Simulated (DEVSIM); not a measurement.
abrupt Si p-n junction

Structure: abrupt Si p-n junction, at 300 K.

```csv
layer (left to right),material,thickness (μm),Nd (cm⁻³),Na (cm⁻³),τn (s),τp (s)
1,Si,0.110,-,1.6e17,2.5e-7,2.5e-7
2,Si,0.490,2e16,-,2.5e-7,2.5e-7
```

Left contact: ohmic. Right contact: ohmic. Voltage is applied to the left contact. Recombination: SRH at mid-gap. Mobility is constant in doping.

The device is made up for the run: typed textbook-type constants, with dimensions and the other settings drawn at random. Values at 300 K.

```
parameter           Si
-------------  -------
gap (eV)         1.124
affinity (eV)     4.05
permittivity      11.7
Nc (cm⁻³)      2.86e19
Nv (cm⁻³)       3.1e19
μn (cm²/Vs)       1417
μp (cm²/Vs)        470
```

Simulated with DEVSIM: 1D drift-diffusion, Boltzmann statistics, complete ionisation; no tunnelling, impact ionisation, image-force lowering or self-heating.

The potential step across the device at zero bias comes out as 0.800 V. The largest field in the device at zero bias comes out as 64000 V/cm. The dark forward voltage at 1 A/cm² is 0.544 V and the dark forward voltage at 100 A/cm² is 0.666 V.

Small-signal capacitance in reverse bias (quasi-static):

| V (V) | C (nF/cm²) |
|---|---|
| -0.1 | 41.7 |
| -0.25 | 38.4 |
| -0.5 | 34.3 |
| -0.75 | 31.3 |
| -1 | 28.9 |

Dark forward current:

(V (V), J (A/cm²)): (0.05, 1.7e-8); (0.10, 8.2e-8); (0.15, 4.1e-7); (0.20, 2.3e-6); (0.25, 1.4e-5); (0.30, 9.2e-5); (0.35, 0.00062); (0.40, 0.0041); (0.45, 0.028); (0.50, 0.19); (0.55, 1.3); (0.60, 8.6); (0.65, 57); (0.70, 350); (0.75, 1700); (0.80, 5800)
